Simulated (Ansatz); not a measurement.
An Ansatz (a program for electronic structure) run: Re; DFT with PBE, PAW potentials and a 420 eV plane-wave cutoff in Ansatz, no spin-orbit coupling.

Input:

Ansatz 0.2 input:
```yaml
crystal:
  lattice:
    - [2.7751106209, 0, 0]
    - [-1.3875553104, 2.403316296, 0]
    - [0, 0, 4.4829968607]
  atoms:
    - { symbol: Re, position: [0.3333333333, 0.6666666667, 0.75] }
    - { symbol: Re, position: [0.6666666667, 0.3333333333, 0.25] }
basis: { ecutwfc: 420, ecutrho_ratio: 4, xc_grid: 2, fft_grid_basis: typed }
kpoints: { mp_grid: { grid: [19, 19, 11] } }
hamiltonian:
  xc: pbe
  dispersion: none
  pseudopotentials: { kind: paw }
scf: { occupations: { method: fermi_dirac, width: 0.05 }, convergence: { dr2_threshold: 0.0000000002 } }
output: { forces: true, stress: true }
checkpoint: { write: state.ck, write_every: 1000 }
```

Output:

```
WARN ansatz: RAYON_NUM_THREADS=1 ignored (pool sized by the plan → 1); use --threads N
Pseudopotentials: kind: paw
Pseudopotential: Re, paw, valence charge 15
Functional definition: PBE
Crystal: 2 atoms, lattice volume = 29.899 Å³
Basis set: ecut = 420 eV, 579 PW (Γ), exchange–correlation on 40×40×60 points (8 copies of the dense FFT grid, shifted against one another)
Bands: 19, of which v1, the nominal top of the filled ones, is band 15 counted from 1 (14 counted from 0)
Symmetry: 24 space group operations
Space group: P63/mmc (ITA 194), of the structure as read, at distance tolerance 3.1e-5 Å
k-points: 240 of 3971
Initial density: superposition of atomic densities (neutral atoms: chi_scale 0, normalization atom), corrected by the library's trained network
Initial wavefunctions: pseudopotential atomic-orbital guess
Eigensolver: davidson
Functional: x = pbe(κ = 0.804, μ = 0.2195149727645171), c = pbe(β = 0.06672455060314922)
SCF iter   1: F=—  HF=-21736.156269 eV  |F-HF|=—  |Δ(HF+E_count)|=         —  Δρ=7.84e-3  dr2=6.70e-3  ethr=1.77e-3  ⟨swp⟩=5.6  Hψ=20409  notcnv=0
all-band conjugate gradients solve this SCF's bands
preconditioner: auto → none
SCF iter   2: F=—  HF=-21736.158753 eV  |F-HF|=—  |Δ(HF+E_count)|=   2.48e-3  Δρ=4.69e-3  dr2=2.52e-3  ethr=2.23e-5  ⟨swp⟩=1.5  Hψ=7027  notcnv=0
SCF iter   3: F=—  HF=-21736.159812 eV  |F-HF|=—  |Δ(HF+E_count)|=   1.06e-3  Δρ=2.50e-4  dr2=7.20e-6  ethr=8.40e-6  ⟨swp⟩=2.4  Hψ=6123  notcnv=0
SCF iter   4: F=—  HF=-21736.159779 eV  |F-HF|=—  |Δ(HF+E_count)|=   3.34e-5  Δρ=6.14e-5  dr2=5.19e-7  ethr=2.40e-8  ⟨swp⟩=2.0  Hψ=7540  notcnv=0
SCF iter   5: F=—  HF=-21736.159779 eV  |F-HF|=—  |Δ(HF+E_count)|=   2.70e-8  Δρ=1.14e-5  dr2=2.38e-8  ethr=1.73e-9  ⟨swp⟩=2.9  Hψ=8550  notcnv=0
SCF iter   6: F=—  HF=-21736.159779 eV  |F-HF|=—  |Δ(HF+E_count)|=   1.85e-9  Δρ=2.91e-6  dr2=7.46e-10  ethr=7.92e-11  ⟨swp⟩=3.0  Hψ=7970  notcnv=0
SCF iter   7: F=-21736.159779 eV  HF=-21736.159779 eV  |F-HF|=0.00e0  |Δ(HF+E_count)|=  8.37e-11  Δρ=2.93e-7  dr2=9.68e-12  ethr=1.00e-12  ⟨swp⟩=4.0  Hψ=14436  notcnv=0
SCF 1 converged in 7 iterations: F = -21736.159779 eV  dr2 = 9.68e-12
SCF converged after 7 iterations
Free energy (F): -21736.159779 eV
Harris-Foulkes:  -21736.159779 eV  (|F-HF|=0.00e0)
Internal energy: -21736.146357 eV  (E = F + TS)
E sigma→0 (E₀):  -21736.153068 eV
Entropy (-TS):   -0.013421 eV (-6.711 meV/atom)
Fermi energy:    23.551607 eV
--- Per-component energies (eV) ---
  E_band       = -155.515932
  E_kinetic    = 1081.132161
  E_local      = -1541.368530  (includes V_loc(G=0)·N_el)
  E_nonlocal   = 96.871751
  E_hartree    = 551.224090
  E_xc         = -807.719644
  E_vxc        = -607.853642  (∫ρ·V_xc dr)
  E_paw        = -17317.854288  (= ΣΔE_a)
  E_vpaw       = -286.745772  (= ΣTr[D̂ρ^β])
  E_aug_tail   = -0.000151  (compensation charges beyond the density's cutoff)
  E_ewald      = -3798.431747
  E_smearing   = -0.013421  (= −TS)
  E_closure    = 0.000000  (closes the sum)
  Σ components = -21736.159779   (vs F -21736.159779, Δ=0.00e0)
  [band-id]    e_kinetic+e_local+e_nonlocal+2·e_hartree+e_vxc+e_vpaw+e_augmentation_tail = -155.516003   (vs E_band -155.515932, Δ=-7.09e-5)
--- Forces (eV/Å), atoms counted from 1 ---
  atom   1  Re    -0.00000000     0.00000000     0.00000000
  atom   2  Re     0.00000000    -0.00000000     0.00000000
  max |Σ_I F_I| component: 9.25e-18 eV/Å
--- Stress (GPa, compression-positive) ---
        0.009268      -0.000000       0.000000
       -0.000000       0.009268       0.000000
        0.000000       0.000000       0.009746
  P = ⅓ Tr σ = 0.0094 GPa (0.094 kbar)
  The stress holds the Pulay correction. Without it, at fixed plane waves, as pw.x and ABINIT print it: P = -0.1570 GPa
  The stress includes an estimate of the error left by incomplete SCF convergence (largest component 0.0004 GPa).
--- Band table ---
  band table: none
```

No phonon test of stability was made. All final runs are without spin polarisation. The cell is Re in the hcp (Mg type) structure (space group P6_3/mmc, No. 194).
